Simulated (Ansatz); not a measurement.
Consider the following.

```yaml
crystal:
  lattice:
    - [3.92537, 0.00000, 0.00000]
    - [0.00000, 3.92537, 0.00000]
    - [0.00000, 0.00000, 3.92537]
  atoms:
    - { symbol: Sr, position: [0.00000, 0.00000, 0.00000] }
    - { symbol: Ti, position: [0.50000, 0.50000, 0.50000] }
    - { symbol: O, position: [0.00000, 0.50000, 0.50000] }
    - { symbol: O, position: [0.50000, 0.50000, 0.00000] }
    - { symbol: O, position: [0.50000, 0.00000, 0.50000] }
```

No spin polarisation.

Computed with Ansatz (a quantum-chemistry and plane-wave program) PBE, no SOC, earlier PAW set. Settings: 8×8×8 k-points, 0.05 eV Fermi–Dirac smearing.

Q: Estimate the band gap.

A: 1.86 eV.

Q: What is the computed gap character?

A: Indirect, R → Γ.

Q: Estimate the smallest direct gap.

A: 2.21 eV.

Q: Predict the width of the top valence band.

A: 1.01 eV.

Load acts through the strain it causes; cell and atoms are relaxed under it. No phonon test of stability was made. The final runs are not spin-polarised. The cell was made from SrTiO$_{3}$ in the cubic perovskite structure (space group Pm-3m, No. 221) by this change: pressure 1.5 GPa. Many cubic perovskites are stable only at high temperature; tilts and polar distortions were not tested.
